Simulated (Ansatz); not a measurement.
Take BAs in the zinc blende structure (space group F-43m, No. 216; a = 4.784 Å) as the base.

Computed with DFT with r2SCAN, PAW potentials and a 500 eV plane-wave cutoff in Ansatz (an electronic-structure program), scalar-relativistic without spin-orbit coupling.

Base values:

- Lattice parameter a: 4.784 Å
- Hole mass: 0.21, 0.22, 0.22 mₑ (at Γ)
- Band gap: 1.38 eV

One thing is altered: cell and atoms relaxed at a pressure of 0.9 GPa.

Q: Estimate the effect on the lattice parameter a.

A: The lattice parameter a falls by 0.010 Å to 4.774 Å.

Q: What does the calculation give for the hole mass after the change?

A: The hole mass (degenerate bands, along [100]) becomes 0.22 mₑ (at Γ) (base: 0.21, 0.22, 0.22 mₑ (at Γ)).

Q: Predict the new band gap.

A: The band gap is nearly the same (1.38 eV against 1.37 eV).

Load acts through the strain it causes; cell and atoms are relaxed under it. Masses are band curvatures over ±0.01 Å⁻¹ around the edge. Whether these cells are dynamically stable was not tested.
